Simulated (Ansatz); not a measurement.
Band structure of VCu₃S₄ (P-43m, 8 atoms in the cell).

```xyz
8
Lattice="5.3699 0.0000 0.0000 0.0000 5.3699 0.0000 0.0000 0.0000 5.3699" Properties=species:S:1:pos:R:3 pbc="T T T"
V      0.0000     0.0000     0.0000
Cu     0.0000     2.6849     0.0000
Cu     2.6849     0.0000     0.0000
Cu     0.0000     0.0000     2.6849
S      4.0968     1.2731     4.0968
S      1.2731     1.2731     1.2731
S      1.2731     4.0968     4.0968
S      4.0968     4.0968     1.2731
```

Method: PBEsol, PAW files made with PBE (plane waves; Ansatz, a program for electronic structure).

Settings: kpoints.mp_grid.grid = 5 5 5; hamiltonian.xc = pbesol; hamiltonian.pseudopotentials = {kind: paw} (the program's default PAW files); scf.occupations.method = fermi_dirac; scf.occupations.width = 0.0037 Ry; kpoints.band_path.npoints = 8.

The starting cell comes from a database of computed structures (which also holds hypothetical and non-ambient phases and stackings), without a prior relaxation at this level.

Question: Predict the gap along the standard path and the places of the band edges.

Answer: The gap along the path is 1.03 eV, from R to X; the smallest direct gap on it is 1.43 eV.

Levels in eV from the top of the valence band on the path, bands 44 to 51:
```
point     44     45     46     47    48    49    50    51
-----  -----  -----  -----  -----  ----  ----  ----  ----
Γ      -1.47  -0.64  -0.64  -0.64  1.15  1.15  1.82  1.82
X      -1.35  -1.34  -0.59  -0.59  1.03  1.31  1.58  1.82
M      -1.68  -0.95  -0.95  -0.17  1.27  1.44  1.62  2.02
R      -1.92   0.00   0.00   0.00  1.57  1.57  2.17  2.17
```

Keys are those of Ansatz 0.2.
